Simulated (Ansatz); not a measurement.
Phonon-limited resistivity of LiPd₃ (Pm-3m) against temperature in μΩ·cm, PBEsol, DFPT electron-phonon coupling, linearised Boltzmann equation (Ansatz, a program for electronic structure), harmonic crystal at a fixed cell.

| T | ρ |
|---|---|
| 50 K | 0.82 |
| 77 K | 2.1 |
| 100 K | (withheld) |
| 150 K | (withheld) |
| 200 K | 8.0 |
| 250 K | 10.2 |
| 273 K | 11.2 |
| 300 K | 12.3 |
| 350 K | 14.4 |

What belongs in the gaps?


- 100 K, ρ: 3.3
- 150 K, ρ: 5.7

A metal at this level (no band gap). Only scattering by harmonic phonons is included (no impurities, grain boundaries, electron-electron scattering or thermal expansion). Spin-orbit coupling is left out. The run warned that the eigensolver left some states short of its tolerance. Halving the electron mesh (24x24x24) moves the resistivity by up to 6 %. Smearing 0.20 eV; phonons on a 4x4x4 q mesh, which this run doesn't test and which matters most at low temperature.

Computed structure with no diffraction record at hand here (it may be known, metastable or hypothetical): LiPd3 (Pm-3m).
